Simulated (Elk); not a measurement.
Worked example: self-consistent single point of V (Im-3m, 1 atom in the cell) in Elk.

Computed with PBE, all-electron FP-LAPW, Elk's shipped species files, APW+lo basis with extra local orbitals (Elk).

```xyz
1
Lattice="-1.4688 1.4688 1.4688 1.4688 -1.4688 1.4688 1.4688 1.4688 -1.4688" Properties=species:S:1:pos:R:3 pbc="T T T"
V      0.0000     0.0000     0.0000
```

Reference input (self-consistent single point, DFT, PBE, all-electron FP-LAPW, Elk's shipped species files, APW+lo basis with extra local orbitals): xctype = 20; rgkmax = 7.5; swidth = 0.00367493 Ha; ngridk = 11 11 11; gmaxvr = 16 1/bohr; nxlo = 2; lorbcnd = true; rmtscf = 0.94; lmaxi = 2; maxscl = 100. This run's input differs from it in these lines:

```diff
@@ -25,3 +25,3 @@
 swidth
-  0.00367493
+  0.00110248
```

Log, with long lists cut:

```
│ Self-consistent loop started │
│ Loop number : 1 │
 total energy                :     -948.008088836
│ Loop number : 2 │
 total energy                :     -948.081404915
RMS change in Kohn-Sham potential (target) :   0.2883513073     (  0.1000000000E-05)
Absolute change in total energy (target)   :   0.7331607814E-01 (  0.1000000000E-03)
│ Loop number : 3 │
 total energy                :     -948.135642547
RMS change in Kohn-Sham potential (target) :   0.2803760856     (  0.1000000000E-05)
Absolute change in total energy (target)   :   0.7256665208E-01 (  0.1000000000E-03)
│ Loop number : 4 │
   [... lines left out ...]
Absolute change in total energy (target)   :   0.9768920917E-03 (  0.1000000000E-03)
│ Loop number : 12 │
 total energy                :     -949.369656586
RMS change in Kohn-Sham potential (target) :   0.6647498360E-06 (  0.1000000000E-05)
Absolute change in total energy (target)   :   0.2366378272E-03 (  0.1000000000E-03)
│ Loop number : 13 │
 total energy                :     -949.369647834
RMS change in Kohn-Sham potential (target) :   0.5274049731E-06 (  0.1000000000E-05)
Absolute change in total energy (target)   :   0.5040664200E-04 (  0.1000000000E-03)
Convergence targets achieved

│ Loop number : 14 │

Energies :
 Fermi                       :     0.392949783485
 total energy                :     -949.369637628

Density of states at Fermi energy :    34.72825505
 (states/Hartree/unit cell)

Estimated indirect band gap :   0.2822376323E-02
 from k-point     29 to k-point     28
Estimated direct band gap   :   0.8791619234E-02
 at k-point     28

Charges :
 core                        :    10.00000000
 valence                     :    13.00000000
 interstitial                :    1.545359504
 muffin-tins (core leakage)
  species :    1 (V)
   atom    1                 :    21.45464050     (  0.5829523531E-09)
 total in muffin-tins        :    21.45464050
 total calculated charge     :    23.00467982
 total charge                :    23.00000000
 error                       :   0.4679823906E-02

│ Self-consistent loop stopped │
```

The run converged in 14 iterations. The count includes the last loop, which Elk runs after its targets are met. Against the reference run the free energy rises by 25.6 meV/atom.

The starting cell comes from a database of computed structures (which also holds hypothetical and non-ambient phases and stackings), without a prior relaxation at this level. Its lattice was rescaled by a random factor within 2.5 % of one. Spin polarisation is off. Values depend on the basis (sphere radii, cutoffs, local orbitals), which need not be converged. The log's line on a gap gives a spacing of levels on this mesh, which the program prints for metals too.
